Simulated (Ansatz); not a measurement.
The parent structure is PbS in the rock salt structure (space group Fm-3m, No. 225; a = 5.975 Å).

The values are results of r2SCAN (Ansatz, a first-principles code), no SOC, not measurements.

Before the change:

```
Item        Value
--------  -------
Band gap  0.69 eV
```

Perturbation: an isotropic linear strain of +1.00 %; the atoms relax in the strained cell.

### Question
How does this affect the band gap?

### Answer
The band gap increases by 0.104 eV to 0.80 eV.

Spin-orbit coupling, missing from the scalar runs, can matter with Pb. Whether these cells are dynamically stable was not tested.
